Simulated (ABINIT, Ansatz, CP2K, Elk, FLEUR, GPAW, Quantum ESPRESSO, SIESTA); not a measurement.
## Code comparison for AlInSb₂ (P-4m2, 4 atoms in the cell)

Self-consistent single point.

```
AlInSb2
1.0
    4.42055     0.00000     0.00000
    0.00000     4.42055     0.00000
    0.00000     0.00000     6.22819
Al In Sb
1 1 2
Direct
  0.00000   0.00000   0.00000
  0.50000   0.50000   0.50000
  0.00000   0.50000   0.23337
  0.50000   0.00000   0.76663
```

All programs got the same cell, k-point mesh and kind of occupations (in Ansatz's words: kpoints.mp_grid.grid = 4 4 3; scf.occupations.method = fermi_dirac; scf.occupations.width = 0.02 eV); potentials, basis and cutoffs are each program's usual ones.

```tsv
code	model	pressure (GPa)	largest force (eV/Å)	gap on the mesh (eV)	k-points	cutoff
FLEUR	PBEsol, all-electron FLAPW (FLEUR), scalar-relativistic valence	–	–	0.782	12	Kmax 4.4 1/bohr
Quantum ESPRESSO	PBEsol, PseudoDojo standard norm-conserving (PBESOL) pseudopotentials	2.22	0.068	0.757	12	80 Ry
CP2K	PBEsol, GPW, DZVP-MOLOPT-SR-GTH basis, GTH-PBE potentials (GTH_POTENTIALS)	3.89	0.060	0.726	26	grid 500 Ry
Elk	PBEsol, all-electron FP-LAPW, Elk's shipped species files, default APW+lo basis	–	–	0.755	15	default
Ansatz	PBEsol, PAW files made with PBE	2.25	0.060	0.768	12	default
ABINIT	PBEsol, norm-conserving pseudopotentials (PseudoDojo nc-sr-04 PBEsol standard)	2.22	0.068	0.757	12	40 Ha
SIESTA	GGA PBEsol, numerical atomic orbitals DZP, PseudoDojo PBEsol standard norm-conserving potentials (rewritten from UPF to PSML)	2.73	0.112	0.874	28	grid 300 Ry
GPAW	PBEsol, GPAW PAW datasets PBEsol (made by gpaw-setup)	1.88	0.024	0.775	12	550 eV
```

A dash marks a value that a program does not give, or that is left out as unsure.

Gaps are read on the mesh. Another mesh or the band path gives a smaller gap, so these values are not converged in the mesh.

The spread over the programs that give each value: pressure within 2.01 GPa; largest force within 0.088 eV/Å; gap on the mesh within 0.148 eV.

The starting cell comes from a database of computed structures (which also holds hypothetical and non-ambient phases and stackings), without a prior relaxation at this level. Its lattice was rescaled by a random factor within 2.5 % of one. On Ansatz's run: Spin-orbit coupling is off.

Why do the programs differ, and what cannot be compared?

Differences of this kind can come from the potentials, where these differ, and from what each basis and cutoff leave unconverged. The valence holds different numbers of electrons (FLEUR 46, Quantum ESPRESSO 46, CP2K 26, Ansatz (an electronic-structure program) 46, ABINIT 46, SIESTA 46, GPAW 46). The zero of total energies and Fermi levels follows the potentials and each program's conventions, so they are not compared here. CP2K and SIESTA use small atom-centred bases, whose incompleteness enters pressures, forces and empty levels differently from a plane-wave cutoff. FLEUR and Elk treat all electrons, but the usual bases taken here (sphere radii, linearisation, local orbitals, empty states) were not tested for convergence, so the values are no reference for the others. Ansatz's pressure is given at a fixed set of plane waves, as the other plane-wave codes print theirs. The programs reduce the same mesh by symmetry to different extents, which changes the work and not the result. In the pressure, CP2K (by 1.66) lies more than 1 GPa from the median of the plane-wave programs.

Keys are those of Ansatz 0.2.
